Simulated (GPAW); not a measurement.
Band structure of K₃Cd (Fm-3m, 4 atoms in the cell).

```
CELL_PARAMETERS angstrom
      0.00000     4.61034     4.61034
      4.61034     0.00000     4.61034
      4.61034     4.61034     0.00000
ATOMIC_POSITIONS crystal
  K  0.25000 0.25000 0.25000
  K  0.75000 0.75000 0.75000
  K  0.50000 0.50000 0.50000
  Cd 0.00000 0.00000 0.00000
```

Computed with LDA (Perdew-Wang 92), GPAW PAW datasets LDA (gpaw-data 1.0.1) (plane waves; GPAW).

Settings: mode = pw; ecut = 550 eV; xc = LDA; kpts = 4 4 4; mesh shift (steps) = 0 0 0; occupations.name = methfessel-paxton; occupations.width = 0.05 eV; occupations.order = 0; nbands = -12; convergence.density = 1e-05 e/electron; convergence.energy = 1e-05 eV/electron; symmetry.symmorphic = false; symmetry.tolerance = 0.0005; maxiter = 100.

The starting cell comes from a database of computed structures (which also holds hypothetical and non-ambient phases and stackings), without a prior relaxation at this level.

Levels in eV from the Fermi level, bands 16 to 23:
```
point     16     17     18     19     20     21    22    23
-----  -----  -----  -----  -----  -----  -----  ----  ----
Γ      -8.37  -8.37  -3.85   0.85   0.97   0.97  0.97  2.23
X      -8.37  -8.36  -3.11  -0.88   0.44   0.60  0.60  1.15
W      -8.37  -8.36  -3.09  -0.42  -0.42  -0.15  1.66  2.54
K      -8.37  -8.36  -3.11  -0.65  -0.47   0.65  0.95  2.24
L      -8.36  -8.36  -3.25  -1.23   0.78   0.78  1.60  2.27
U      -8.37  -8.36  -3.11  -0.65  -0.47   0.65  0.95  2.24
```

Bands cross the Fermi level along this path, so the cell is metallic at this level.
